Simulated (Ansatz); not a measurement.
The starting structures come from a database of crystals and need not be the phases stable at ambient conditions.

 Where the default PAW files enter, the runs use the earlier of Ansatz's two default sets.

Data:

```
CELL_PARAMETERS angstrom
      3.39065     0.00000     0.00000
     -1.69533     2.93639     0.00000
      0.00000     0.00000     5.82372
ATOMIC_POSITIONS crystal
  Mg 0.00000 0.00000 0.00000
  Al 0.66667 0.33333 0.35001
  Al 0.33333 0.66667 0.64999
  C  0.33333 0.66667 0.27008
  C  0.66667 0.33333 0.72992
```

Space group of this cell: P-3m1. The cell is taken as given; by r2SCAN its mean pressure is -2.7 GPa.

Transport runs along the normal of the first two printed cell vectors, the (001) plane of the conventional cell.

No gap correction and no spin-orbit coupling; mid-gap values are interpolated between computed energies.

Task: Estimate the band gap and the smallest decay constant κ at mid-gap that r2SCAN (Ansatz, a first-principles code) returns for this system.

Result: Gap 2.13 eV on a 12×12×6 mesh; κ = 0.194 1/Å, at the zone centre.
